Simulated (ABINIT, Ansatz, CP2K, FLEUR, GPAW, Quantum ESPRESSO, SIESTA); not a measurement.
## CdHClO (P6_3mc, 8 atoms in the cell) computed with different codes at matched settings

Self-consistent single point, at a second geometry (lattice scaled by 0.98). First geometry:

```xyz
8
Lattice="3.7073 0.0000 0.0000 -1.8537 3.2106 0.0000 0.0000 0.0000 10.3424" Properties=species:S:1:pos:R:3 pbc="T T T"
Cd     1.8537     1.0702     5.0904
Cd     0.0000     2.1404    10.2617
H      0.0000     0.0000     3.2932
H      0.0000     0.0000     8.4645
Cl     1.8537     1.0702     1.6107
Cl     0.0000     2.1404     6.7819
O      0.0000     0.0000     4.2739
O      0.0000     0.0000     9.4451
```

Shared settings, as Ansatz (a quantum-chemistry and plane-wave program) writes them: kpoints.mp_grid.grid = 7 7 3; scf.occupations.method = fixed. Potentials and cutoffs stand in the table.

| code | model | ΔF from the first geometry (meV/atom) | pressure (GPa) | largest force (eV/Å) | gap on the mesh (eV) | cutoff |
|---|---|---|---|---|---|---|
| FLEUR | PBEsol, all-electron FLAPW (FLEUR), scalar-relativistic valence | -3.2 | – | – | 2.358 | Kmax 4.7 1/bohr |
| GPAW | PBEsol, GPAW PAW datasets PBEsol (made by gpaw-setup) | -0.5 | – | 1.097 | 2.504 | 950 eV |
| ABINIT | PBEsol, PAW (JTH v2.0 PBE PAW, files made for PBE) | 0.5 | 2.39 | 1.081 | 2.503 | 30 Ha |
| Ansatz | PBEsol, PAW files made with PBE | -0.1 | 2.33 | 0.994 | 2.519 | default |
| SIESTA | GGA PBEsol, numerical atomic orbitals DZP, PseudoDojo PBEsol standard norm-conserving potentials (rewritten from UPF to PSML) | 0.0 | 2.70 | 1.698 | 2.669 | grid 350 Ry |
| CP2K | PBEsol, GPW, DZVP-MOLOPT-PBE-GTH basis, GTH-PBE potentials (POTENTIAL_UZH) | 8.2 | 4.18 | 1.405 | 2.461 | grid 500 Ry |
| Quantum ESPRESSO | PBEsol, GBRV 1.5 ultrasoft (PBESOL) pseudopotentials | 4.9 | 3.35 | 1.589 | 2.496 | 40 Ry |

Size of the force on each atom (eV/Å): Sizes of forces hide their directions.

| code | Cd1 | Cd2 | H3 | H4 | Cl5 | Cl6 | O7 | O8 |
|---|---|---|---|---|---|---|---|---|
| GPAW | 0.017 | 0.017 | 1.097 | 1.097 | 0.144 | 0.144 | 0.966 | 0.966 |
| ABINIT | 0.016 | 0.016 | 1.081 | 1.081 | 0.168 | 0.168 | 0.929 | 0.929 |
| Ansatz | 0.012 | 0.012 | 0.994 | 0.994 | 0.161 | 0.161 | 0.845 | 0.845 |
| SIESTA | 0.052 | 0.052 | 1.698 | 1.698 | 0.262 | 0.262 | 1.490 | 1.490 |
| CP2K | 0.035 | 0.035 | 1.405 | 1.405 | 0.218 | 0.218 | 1.149 | 1.149 |
| Quantum ESPRESSO | 0.003 | 0.003 | 1.589 | 1.589 | 0.200 | 0.200 | 1.386 | 1.386 |

A dash marks a value that a program does not give, or that is left out as unsure.

Gaps are read on the mesh.

The spread over the programs that give each value: ΔF from the first geometry within 11.4 meV/atom; pressure within 1.85 GPa; largest force within 0.704 eV/Å; gap on the mesh within 0.311 eV.

SIESTA and CP2K use small atom-centred bases, whose incompleteness enters pressures, forces and empty levels differently from a plane-wave cutoff. FLEUR treats all electrons, but the usual bases taken here (sphere radii, linearisation, local orbitals, empty states) were not tested for convergence, so the values are no reference for the others. Ansatz's pressure is given at a fixed set of plane waves, as the other plane-wave codes print theirs; with its correction for the finite basis it is 2.53 GPa. The pressure of GPAW is left out: its cutoff lies under the one at which its stress was checked. In the pressure, CP2K (by 1.78) lies more than 1 GPa from the median of the plane-wave programs. In the gap, FLEUR (by 0.145) and SIESTA (by 0.166) lie more than 0.12 eV from the median of the plane-wave programs. In the force vectors, Ansatz (by 0.102), SIESTA (by 0.609), CP2K (by 0.316) and Quantum ESPRESSO (by 0.500) lie more than 0.08 eV/Å from the median of the plane-wave programs.

The starting cell comes from a database of computed structures (which also holds hypothetical and non-ambient phases and stackings), without a prior relaxation at this level. Its lattice was rescaled by a random factor within 2.5 % of one. For this run, on top of that: lattice scaled by 0.98.

Keys are those of Ansatz 0.2.
